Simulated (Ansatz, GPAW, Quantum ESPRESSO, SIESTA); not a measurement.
# Mg2Zn (Amm2, 6 atoms in the cell) computed with different codes at matched settings

Self-consistent single point.

```yaml
crystal:
  lattice:
    - [4.85597, 0.00000, 0.00000]
    - [0.00000, 1.54752, 7.92648]
    - [0.00000, -1.54752, 7.92648]
  atoms:
    - { symbol: Mg, position: [0.00000, 0.99723, 0.99723] }
    - { symbol: Mg, position: [0.00000, 0.66928, 0.66928] }
    - { symbol: Mg, position: [0.00000, 0.33352, 0.33352] }
    - { symbol: Mg, position: [0.50000, 0.55535, 0.55535] }
    - { symbol: Zn, position: [0.50000, 0.88716, 0.88716] }
    - { symbol: Zn, position: [0.50000, 0.22412, 0.22412] }
```

Shared settings, as Ansatz (a first-principles code) writes them: kpoints.mp_grid.grid = 4 5 5; scf.occupations.method = gaussian; scf.occupations.width = 0.01 Ry. Potentials and cutoffs stand in the table.

```csv
code,model,pressure (GPa),largest force (eV/Å),cutoff
Ansatz,"PBEsol, PAW files made with PBE",-1.73,0.186,30.9 Ry
SIESTA,"GGA PBEsol, numerical atomic orbitals DZP, PseudoDojo PBEsol standard norm-conserving potentials (rewritten from UPF to PSML)",-2.94,0.483,grid 300 Ry
Quantum ESPRESSO,"PBEsol, SSSP 1.1.2 efficiency (PBE) pseudopotentials",-1.95,0.182,50 Ry
GPAW,"PBEsol, GPAW PAW datasets PBEsol (made by gpaw-setup)",-1.71,0.190,850 eV
```

Size of the force on each atom (eV/Å): Sizes of forces hide their directions.

| code | Mg1 | Mg2 | Mg3 | Mg4 | Zn5 | Zn6 |
|---|---|---|---|---|---|---|
| Ansatz | 0.085 | 0.107 | 0.016 | 0.025 | 0.166 | 0.186 |
| SIESTA | 0.126 | 0.092 | 0.041 | 0.024 | 0.483 | 0.448 |
| Quantum ESPRESSO | 0.088 | 0.109 | 0.017 | 0.025 | 0.162 | 0.182 |
| GPAW | 0.085 | 0.107 | 0.017 | 0.025 | 0.170 | 0.190 |

The spread over the programs that give each value: pressure within 1.23 GPa; largest force within 0.301 eV/Å.

SIESTA uses small atom-centred bases, whose incompleteness enters pressures, forces and empty levels differently from a plane-wave cutoff. Ansatz's pressure is given at a fixed set of plane waves, as the other plane-wave codes print theirs; with its correction for the finite basis it is -1.69 GPa. In the pressure, SIESTA (by 1.21) lies more than 1 GPa from the median of the plane-wave programs. In the force vectors, SIESTA (by 0.317) lies more than 0.08 eV/Å from the median of the plane-wave programs.

The shared mesh is coarse (it stands for a supercell whose shortest vector is 15 Å), so the values are not converged in it.

The starting cell comes from a database of computed structures (which also holds hypothetical and non-ambient phases and stackings), without a prior relaxation at this level.

Left out of this page: CP2K (unsound by tests on forces, stress, charge or solver warnings); Elk and FLEUR (not drawn, or without a comparable value).

Keys are those of Ansatz 0.2.
